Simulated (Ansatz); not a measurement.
Ge well of 12 atomic layers along [001] in random Si0.2Ge0.8, interfaces graded over 4 layers

Prepared with Tersoff's 1989 multicomponent potential (SiCGe.tersoff) (LAMMPS): minimisation. Geometry as solved with Ansatz (a quantum-chemistry and plane-wave program) with PBE, support functions at accuracy medium on the grid of 370 eV.

```xyz
648
Lattice="17.11 0.00 0.00 0.00 17.11 0.00 0.00 0.00 51.67" Properties=species:S:1:pos:R:3 pbc="T T T"
Si     0.03     0.04     0.01
Si     1.44     1.41     1.39
Si     2.82     2.83     0.03
Ge     4.24     4.26     1.40
Ge     2.83     0.02     2.86
Si     4.24     1.44     4.29
Ge     0.02     2.78     2.84
Ge     1.44     4.26     4.27
Si     0.04     0.05     5.69
Si     1.38     1.43     7.12
Ge     2.85     2.83     5.75
Si     4.24     4.29     7.14
Ge     2.80     0.04     8.54
Ge     4.23     1.46    10.01
Si     0.04     2.83     8.52
Ge     1.46     4.24     9.94
Ge     0.00     0.02    11.43
Ge     1.42     1.48    12.86
Si     2.83     2.86    11.42
Ge     4.24     4.27    12.82
Ge     2.84     0.01    14.29
Ge     4.27     1.42    15.75
Si     0.01     2.85    14.30
Ge     1.41     4.25    15.72
Ge     0.04     0.03    17.21
Si     1.43     1.42    18.63
Ge     2.82     2.83    17.20
Ge     4.26     4.27    18.63
Ge     2.82     0.01    20.04
Ge     4.27     1.42    21.52
Ge     0.03     2.83    20.05
Ge     1.42     4.27    21.52
Ge     0.00     0.00    22.98
Ge     1.42     1.42    24.43
Ge     2.85     2.85    22.97
Ge     4.28     4.28    24.43
Ge     2.85     0.00    25.88
Ge     4.28     1.43    27.33
Ge     0.00     2.85    25.89
Ge     1.43     4.28    27.34
Ge     0.00     0.00    28.80
Ge     1.43     1.43    30.24
Ge     2.85     2.85    28.79
Ge     4.28     4.28    30.24
Ge     2.86     0.02    31.70
Ge     4.25     1.46    33.18
Ge     0.02     2.85    31.71
Ge     1.46     4.24    33.18
Ge     0.03     0.02    34.61
Si     1.45     1.44    35.99
Si     2.84     2.84    34.63
Si     4.24     4.23    35.99
Ge     2.79    -0.01    37.43
Ge     4.28     1.36    38.89
Ge     0.02     2.82    37.40
Ge     1.44     4.25    38.84
Ge     0.02    -0.02    40.26
Ge     1.43     1.41    41.73
Ge     2.87     2.84    40.30
Ge     4.30     4.31    41.68
Ge     2.86    -0.08    43.12
Ge     4.25     1.41    44.54
Si     0.00     2.82    43.11
Ge     1.39     4.25    44.52
Si     0.04     0.00    45.94
Si     1.39     1.39    47.35
Ge     2.81     2.81    45.99
Ge     4.30     4.24    47.41
Ge     2.83     0.05    48.79
Ge     4.26     1.48    50.26
Ge     0.02     2.81    48.78
Ge     1.45     4.23    50.26
Ge     0.01     5.68     0.01
Ge     1.40     7.14     1.45
Ge     2.86     8.55    -0.01
Ge     4.29     9.96     1.44
Ge     2.87     5.73     2.87
Si     4.28     7.12     4.29
Si    -0.01     8.54     2.86
Ge     1.41     9.93     4.27
Ge     0.02     5.71     5.71
Ge     1.49     7.10     7.16
Ge     2.91     8.55     5.71
Si     4.26    10.03     7.13
Si     2.88     5.66     8.54
Ge     4.24     7.12     9.96
Ge     0.05     8.56     8.58
Si     1.47    10.01     9.95
Ge     0.02     5.68    11.41
Ge     1.39     7.16    12.87
Ge     2.82     8.58    11.40
Ge     4.25    10.00    12.89
Ge     2.84     5.71    14.29
Ge     4.28     7.13    15.74
Si     0.00     8.57    14.28
Ge     1.43     9.98    15.68
Ge     0.00     5.71    17.17
Ge     1.43     7.13    18.63
Ge     2.84     8.56    17.16
Ge     4.27     9.98    18.60
Ge     2.85     5.71    20.08
Ge     4.27     7.13    21.53
Ge     0.00     8.55    20.08
Ge     1.43     9.98    21.53
Ge     0.00     5.69    22.98
Ge     1.43     7.12    24.43
Ge     2.85     8.56    22.99
Ge     4.28     9.98    24.44
Ge     2.85     5.70    25.88
Ge     4.28     7.12    27.34
Ge     0.00     8.55    25.88
Ge     1.42     9.98    27.34
Ge     0.00     5.70    28.79
Ge     1.43     7.12    30.25
Ge     2.85     8.54    28.79
Ge     4.27     9.97    30.24
Ge     2.85     5.69    31.70
Ge     4.27     7.12    33.15
Ge     0.00     8.56    31.68
Ge     1.41    10.00    33.14
Ge     0.01     5.71    34.57
Ge     1.40     7.16    36.03
Ge     2.84     8.57    34.58
Ge     4.26    10.00    36.02
Ge     2.87     5.68    37.41
Ge     4.30     7.10    38.87
Si    -0.01     8.58    37.42
Ge     1.39     9.98    38.86
Ge     0.00     5.69    40.27
Ge     1.40     7.15    41.71
Ge     2.87     8.57    40.29
Si     4.29     9.99    41.69
Ge     2.84     5.71    43.13
Ge     4.24     7.16    44.57
Ge    -0.05     8.59    43.14
Ge     1.45     9.98    44.58
Ge    -0.03     5.74    45.93
Ge     1.45     7.13    47.36
Si     2.85     8.56    45.98
Ge     4.27     9.96    47.38
Ge     2.87     5.69    48.82
Ge     4.32     7.15    50.21
Ge     0.00     8.54    48.81
Ge     1.43     9.99    50.24
Ge     0.01    11.42     0.02
Ge     1.44    12.87     1.46
Ge     2.86    14.31     0.03
Si     4.25    15.70     1.45
Ge     2.86    11.39     2.87
Ge     4.28    12.83     4.32
Ge     0.03    14.33     2.90
Si     1.41    15.75     4.31
Ge     0.00    11.38     5.71
Ge     1.45    12.79     7.16
Ge     2.81    14.29     5.70
Ge     4.25    15.71     7.12
Si     2.86    11.36     8.54
Ge     4.24    12.79     9.95
Ge     0.00    14.24     8.57
Ge     1.42    15.68    10.00
Ge     0.06    11.38    11.40
Ge     1.46    12.80    12.89
Ge     2.85    14.24    11.42
Ge     4.27    15.67    12.86
Si     2.87    11.42    14.32
Si     4.25    12.78    15.71
Ge     0.01    14.25    14.30
Ge     1.44    15.68    15.74
Ge     0.00    11.39    17.16
Ge     1.43    12.82    18.61
Ge     2.89    14.21    17.14
Ge     4.27    15.67    18.62
Ge     2.85    11.40    20.07
Ge     4.28    12.83    21.53
Ge     0.01    14.25    20.07
Ge     1.43    15.69    21.52
Ge     0.00    11.40    22.98
Ge     1.43    12.83    24.43
Ge     2.85    14.26    22.97
Ge     4.28    15.68    24.44
Ge     2.85    11.41    25.89
Ge     4.27    12.83    27.35
Ge     0.00    14.26    25.88
Ge     1.42    15.68    27.34
Ge     0.00    11.41    28.78
Ge     1.42    12.83    30.24
Ge     2.84    14.26    28.80
Ge     4.27    15.69    30.24
Ge     2.84    11.41    31.68
Ge     4.27    12.82    33.13
Ge    -0.01    14.25    31.71
Ge     1.43    15.69    33.14
Ge    -0.02    11.39    34.62
Ge     1.40    12.86    36.06
Ge     2.84    14.25    34.58
Ge     4.27    15.67    36.03
Ge     2.87    11.45    37.48
Si     4.29    12.85    38.89
Si     0.00    14.25    37.49
Si     1.40    15.66    38.83
Ge    -0.06    11.42    40.30
Ge     1.44    12.84    41.70
Ge     2.87    14.30    40.25
Si     4.32    15.66    41.68
Ge     2.88    11.38    43.10
Ge     4.30    12.86    44.50
Ge     0.02    14.28    43.16
Si     1.41    15.70    44.57
Ge     0.02    11.44    46.00
Si     1.43    12.85    47.38
Ge     2.81    14.26    45.95
Ge     4.26    15.68    47.39
Ge     2.83    11.44    48.78
Ge     4.27    12.84    50.25
Ge     0.02    14.27    48.78
Ge     1.41    15.73    50.26
Ge     5.64    -0.01     0.02
Ge     7.09     1.43     1.42
Ge     8.52     2.89    -0.01
Ge     9.97     4.27     1.48
Ge     8.57     0.02     2.82
Ge    10.01     1.46     4.26
Ge     5.65     2.84     2.87
Ge     7.11     4.31     4.25
Ge     5.67     0.04     5.67
Ge     7.10     1.46     7.13
Ge     8.55     2.88     5.69
Ge     9.99     4.28     7.14
Ge     8.55     0.04     8.58
Si     9.98     1.42     9.99
Ge     5.66     2.90     8.55
Ge     7.14     4.29     9.99
Ge     5.69     0.00    11.42
Ge     7.13     1.42    12.85
Ge     8.57     2.82    11.40
Ge     9.97     4.27    12.85
Ge     8.55    -0.03    14.29
Ge     9.98     1.42    15.73
Ge     5.68     2.85    14.29
Ge     7.11     4.27    15.74
Ge     5.70     0.00    17.19
Ge     7.13     1.42    18.64
Ge     8.55     2.85    17.18
Ge     9.98     4.28    18.63
Ge     8.55     0.00    20.09
Ge     9.98     1.43    21.53
Ge     5.70     2.85    20.08
Ge     7.13     4.28    21.53
Ge     5.70    -0.01    22.97
Ge     7.13     1.43    24.42
Ge     8.56     2.85    22.98
Ge     9.98     4.28    24.43
Ge     8.55     0.00    25.88
Ge     9.98     1.43    27.34
Ge     5.70     2.85    25.88
Ge     7.13     4.28    27.33
Ge     5.70     0.00    28.78
Ge     7.12     1.43    30.24
Ge     8.54     2.86    28.79
Ge     9.97     4.28    30.24
Ge     8.55     0.00    31.68
Ge     9.98     1.42    33.12
Ge     5.70     2.85    31.70
Ge     7.13     4.27    33.15
Ge     5.70     0.00    34.59
Ge     7.14     1.39    36.05
Ge     8.56     2.83    34.59
Ge     9.99     4.28    36.01
Si     8.50    -0.03    37.50
Ge     9.96     1.37    38.87
Ge     5.66     2.85    37.43
Ge     7.09     4.29    38.87
Si     5.70    -0.05    40.29
Ge     7.11     1.38    41.68
Ge     8.56     2.87    40.30
Si     9.99     4.30    41.67
Ge     8.59    -0.04    43.09
Ge     9.99     1.42    44.53
Ge     5.70     2.84    43.12
Ge     7.15     4.27    44.53
Ge     5.71     0.00    45.96
Ge     7.10     1.45    47.44
Ge     8.56     2.85    45.99
Ge    10.01     4.31    47.39
Ge     8.55     0.02    48.83
Ge     9.98     1.45    50.26
Si     5.71     2.87    48.86
Si     7.11     4.26    50.21
Ge     5.73     5.67    -0.04
Ge     7.17     7.10     1.42
Si     8.54     8.54    -0.01
Ge     9.93     9.95     1.41
Si     8.55     5.70     2.85
Ge     9.95     7.09     4.27
Ge     5.70     8.50     2.89
Ge     7.08     9.99     4.34
Ge     5.64     5.69     5.71
Ge     7.09     7.13     7.13
Ge     8.56     8.55     5.73
Ge    10.01     9.95     7.19
Ge     8.56     5.73     8.56
Ge    10.02     7.16     9.96
Ge     5.65     8.60     8.53
Ge     7.11     9.98    10.00
Ge     5.69     5.72    11.42
Ge     7.12     7.14    12.86
Ge     8.56     8.56    11.42
Ge     9.98     9.99    12.86
Ge     8.54     5.70    14.30
Ge     9.96     7.14    15.74
Ge     5.71     8.59    14.32
Si     7.11     9.98    15.74
Ge     5.69     5.69    17.19
Ge     7.12     7.13    18.63
Ge     8.51     8.58    17.16
Ge     9.97     9.98    18.62
Ge     8.55     5.71    20.07
Ge     9.98     7.13    21.53
Ge     5.69     8.56    20.07
Ge     7.12     9.98    21.53
Ge     5.70     5.71    22.98
Ge     7.13     7.13    24.43
Ge     8.55     8.55    22.98
Ge     9.98     9.98    24.43
Ge     8.55     5.70    25.88
Ge     9.98     7.13    27.34
Ge     5.71     8.55    25.89
Ge     7.13     9.98    27.34
Ge     5.71     5.70    28.79
Ge     7.13     7.12    30.25
Ge     8.56     8.55    28.80
Ge     9.99     9.97    30.25
Ge     8.57     5.72    31.72
Si     9.98     7.12    33.12
Ge     5.70     8.55    31.69
Ge     7.13     9.98    33.13
Ge     5.66     5.65    34.60
Ge     7.12     7.12    36.00
Ge     8.58     8.52    34.54
Ge     9.99     9.97    36.00
Ge     8.55     5.70    37.45
Ge    10.02     7.10    38.90
Ge     5.70     8.56    37.44
Ge     7.12    10.00    38.87
Si     5.71     5.70    40.28
Ge     7.10     7.10    41.68
Ge     8.55     8.55    40.29
Ge     9.94    10.02    41.73
Ge     8.59     5.70    43.10
Ge     9.98     7.14    44.59
Ge     5.68     8.58    43.10
Ge     7.17     9.99    44.51
Ge     5.70     5.71    45.96
Ge     7.12     7.18    47.38
Si     8.55     8.57    45.95
Ge     9.95     9.98    47.36
Ge     8.52     5.70    48.82
Ge     9.95     7.12    50.27
Si     5.71     8.57    48.80
Ge     7.16     9.94    50.21
Ge     5.71    11.38    -0.02
Ge     7.11    12.84     1.42
Ge     8.55    14.24    -0.02
Ge     9.99    15.67     1.40
Ge     8.52    11.40     2.87
Ge     9.98    12.82     4.28
Ge     5.66    14.28     2.83
Ge     7.12    15.71     4.25
Si     5.65    11.39     5.75
Ge     7.10    12.80     7.12
Ge     8.53    14.25     5.70
Ge     9.96    15.68     7.14
Ge     8.57    11.42     8.59
Si     9.98    12.82    10.00
Ge     5.68    14.25     8.54
Ge     7.12    15.67     9.99
Ge     5.68    11.41    11.43
Ge     7.12    12.82    12.87
Ge     8.57    14.22    11.41
Ge     9.99    15.67    12.84
Ge     8.53    11.38    14.33
Ge     9.98    12.82    15.73
Ge     5.66    14.22    14.32
Ge     7.11    15.66    15.75
Ge     5.69    11.40    17.12
Ge     7.11    12.82    18.61
Ge     8.56    14.25    17.19
Ge     9.98    15.68    18.64
Ge     8.54    11.41    20.07
Ge     9.97    12.83    21.53
Ge     5.70    14.25    20.07
Ge     7.13    15.68    21.53
Ge     5.70    11.40    22.98
Ge     7.12    12.83    24.44
Ge     8.55    14.25    22.99
Ge     9.98    15.68    24.44
Ge     8.55    11.40    25.89
Ge     9.98    12.82    27.34
Ge     5.70    14.25    25.89
Ge     7.13    15.68    27.34
Ge     5.70    11.40    28.79
Ge     7.13    12.83    30.24
Ge     8.56    14.26    28.79
Ge     9.99    15.68    30.24
Ge     8.55    11.41    31.69
Ge     9.98    12.84    33.14
Ge     5.69    14.26    31.68
Ge     7.11    15.69    33.12
Ge     5.70    11.41    34.57
Ge     7.12    12.85    36.02
Ge     8.54    14.27    34.58
Ge     9.93    15.71    36.05
Ge     8.55    11.41    37.43
Ge     9.96    12.85    38.87
Ge     5.71    14.27    37.51
Si     7.12    15.71    38.90
Ge     5.69    11.46    40.32
Si     7.12    12.86    41.74
Ge     8.53    14.30    40.32
Si    10.02    15.70    41.68
Si     8.52    11.46    43.09
Ge     9.97    12.82    44.49
Si     5.69    14.26    43.06
Ge     7.10    15.64    44.50
Ge     5.71    11.40    45.95
Ge     7.14    12.79    47.42
Ge     8.54    14.23    45.95
Ge     9.97    15.69    47.37
Si     8.56    11.37    48.80
Ge     9.96    12.80    50.20
Ge     5.70    14.25    48.82
Ge     7.11    15.69    50.25
Ge    11.43     0.03     0.01
Ge    12.82     1.48     1.47
Ge    14.24     2.86    -0.03
Ge    15.68     4.24     1.44
Ge    14.30     0.05     2.88
Si    15.74     1.40     4.30
Si    11.42     2.89     2.89
Si    12.83     4.25     4.27
Ge    11.40     0.00     5.70
Ge    12.84     1.42     7.12
Ge    14.28     2.84     5.65
Ge    15.71     4.25     7.14
Ge    14.29     0.00     8.55
Ge    15.73     1.46     9.95
Ge    11.39     2.83     8.59
Ge    12.84     4.28    10.00
Ge    11.39     0.02    11.40
Ge    12.84     1.43    12.85
Ge    14.29     2.86    11.42
Ge    15.72     4.25    12.89
Ge    14.27     0.00    14.31
Ge    15.73     1.45    15.72
Ge    11.42     2.86    14.29
Ge    12.84     4.30    15.74
Ge    11.40    -0.01    17.18
Ge    12.84     1.42    18.62
Ge    14.27     2.85    17.17
Ge    15.69     4.28    18.63
Ge    14.26     0.00    20.08
Ge    15.69     1.43    21.52
Ge    11.41     2.85    20.07
Ge    12.83     4.27    21.53
Ge    11.41     0.00    22.99
Ge    12.84     1.43    24.43
Ge    14.26     2.85    22.98
Ge    15.68     4.28    24.44
Ge    14.26     0.00    25.89
Ge    15.69     1.42    27.34
Ge    11.41     2.85    25.89
Ge    12.83     4.27    27.35
Ge    11.41     0.00    28.79
Ge    12.84     1.42    30.24
Ge    14.27     2.85    28.80
Ge    15.69     4.28    30.25
Ge    14.25    -0.01    31.70
Ge    15.69     1.42    33.14
Ge    11.40     2.85    31.67
Ge    12.82     4.29    33.12
Ge    11.39    -0.01    34.59
Ge    12.83     1.42    36.00
Ge    14.25     2.86    34.56
Ge    15.68     4.28    36.01
Ge    14.25    -0.01    37.45
Ge    15.67     1.44    38.86
Ge    11.41     2.83    37.46
Ge    12.83     4.27    38.93
Si    11.38    -0.02    40.30
Ge    12.82     1.41    41.67
Si    14.26     2.83    40.29
Ge    15.68     4.22    41.71
Ge    14.24    -0.03    43.14
Ge    15.73     1.41    44.53
Ge    11.38     2.89    43.08
Ge    12.80     4.30    44.57
Ge    11.45    -0.02    45.95
Ge    12.88     1.40    47.43
Ge    14.27     2.84    45.96
Ge    15.68     4.28    47.39
Si    14.30    -0.02    48.80
Ge    15.69     1.38    50.24
Ge    11.44     2.87    48.84
Si    12.83     4.28    50.25
Ge    11.41     5.67    -0.01
Ge    12.84     7.11     1.42
Ge    14.27     8.55     0.00
Ge    15.72     9.96     1.45
Ge    14.24     5.67     2.88
Ge    15.68     7.15     4.29
Ge    11.39     8.53     2.85
Ge    12.85     9.95     4.30
Ge    11.44     5.68     5.69
Ge    12.85     7.17     7.12
Si    14.27     8.55     5.70
Ge    15.67     9.94     7.12
Ge    14.27     5.70     8.55
Ge    15.69     7.13     9.99
Si    11.46     8.57     8.58
Si    12.80     9.96     9.98
Ge    11.41     5.71    11.42
Ge    12.84     7.13    12.86
Ge    14.24     8.58    11.40
Ge    15.71     9.96    12.85
Ge    14.29     5.72    14.30
Ge    15.72     7.17    15.72
Ge    11.41     8.56    14.30
Ge    12.84     9.99    15.73
Ge    11.40     5.71    17.18
Ge    12.84     7.13    18.62
Ge    14.27     8.56    17.17
Ge    15.69     9.98    18.63
Ge    14.26     5.70    20.08
Ge    15.68     7.13    21.53
Ge    11.40     8.55    20.07
Ge    12.83     9.98    21.53
Ge    11.41     5.70    22.98
Ge    12.83     7.13    24.43
Ge    14.25     8.55    22.98
Ge    15.68     9.98    24.43
Ge    14.26     5.70    25.89
Ge    15.68     7.13    27.34
Ge    11.40     8.55    25.88
Ge    12.83     9.98    27.33
Ge    11.40     5.70    28.79
Ge    12.82     7.13    30.24
Ge    14.25     8.56    28.79
Ge    15.68     9.99    30.24
Ge    14.26     5.71    31.68
Ge    15.69     7.14    33.13
Ge    11.39     8.52    31.72
Ge    12.84     9.97    33.14
Ge    11.38     5.73    34.54
Ge    12.84     7.13    36.00
Ge    14.30     8.58    34.61
Si    15.72     9.96    36.04
Ge    14.25     5.70    37.46
Ge    15.70     7.18    38.84
Ge    11.43     8.55    37.45
Ge    12.86    10.01    38.86
Si    11.39     5.67    40.32
Ge    12.80     7.12    41.70
Ge    14.28     8.59    40.32
Si    15.65    10.02    41.75
Ge    14.27     5.71    43.14
Si    15.67     7.15    44.52
Ge    11.42     8.60    43.16
Si    12.87    10.00    44.51
Si    11.39     5.71    45.97
Ge    12.80     7.11    47.36
Ge    14.25     8.55    45.91
Ge    15.68     9.97    47.38
Ge    14.22     5.68    48.83
Ge    15.68     7.10    50.24
Ge    11.37     8.54    48.80
Ge    12.82     9.97    50.23
Ge    11.39    11.39    -0.01
Ge    12.84    12.83     1.41
Ge    14.28    14.28    -0.01
Ge    15.73    15.74     1.41
Ge    14.27    11.40     2.86
Ge    15.69    12.85     4.28
Ge    11.42    14.25     2.85
Ge    12.85    15.69     4.28
Ge    11.42    11.39     5.72
Ge    12.84    12.83     7.16
Ge    14.27    14.27     5.72
Ge    15.74    15.72     7.09
Ge    14.23    11.35     8.59
Ge    15.68    12.80    10.01
Ge    11.37    14.24     8.59
Ge    12.84    15.68     9.99
Ge    11.42    11.42    11.39
Si    12.83    12.81    12.84
Ge    14.23    14.23    11.45
Ge    15.68    15.68    12.86
Ge    14.25    11.42    14.25
Ge    15.67    12.83    15.73
Ge    11.43    14.21    14.26
Ge    12.83    15.67    15.73
Ge    11.41    11.41    17.18
Ge    12.83    12.84    18.64
Ge    14.26    14.26    17.19
Ge    15.69    15.70    18.63
Ge    14.26    11.41    20.08
Ge    15.69    12.83    21.53
Ge    11.40    14.26    20.09
Ge    12.83    15.68    21.53
Ge    11.40    11.40    22.98
Ge    12.83    12.83    24.43
Ge    14.26    14.26    22.98
Ge    15.68    15.68    24.43
Ge    14.25    11.41    25.88
Ge    15.68    12.83    27.33
Ge    11.41    14.25    25.89
Ge    12.83    15.68    27.33
Ge    11.41    11.40    28.79
Ge    12.83    12.83    30.24
Ge    14.26    14.25    28.79
Ge    15.68    15.67    30.25
Ge    14.25    11.41    31.70
Ge    15.66    12.84    33.18
Ge    11.42    14.26    31.70
Ge    12.86    15.66    33.18
Ge    11.42    11.41    34.58
Ge    12.88    12.86    35.99
Si    14.28    14.27    34.59
Ge    15.70    15.64    36.04
Ge    14.33    11.42    37.42
Si    15.72    12.85    38.83
Ge    11.40    14.27    37.44
Ge    12.81    15.69    38.90
Ge    11.40    11.42    40.30
Ge    12.87    12.80    41.73
Ge    14.29    14.22    40.26
Ge    15.69    15.67    41.70
Si    14.26    11.38    43.15
Ge    15.64    12.83    44.55
Ge    11.43    14.30    43.11
Si    12.86    15.66    44.56
Ge    11.43    11.39    45.91
Ge    12.85    12.87    47.33
Si    14.25    14.29    45.92
Ge    15.68    15.70    47.33
Ge    14.25    11.42    48.79
Ge    15.70    12.84    50.23
Ge    11.40    14.26    48.80
Ge    12.86    15.71    50.21
```
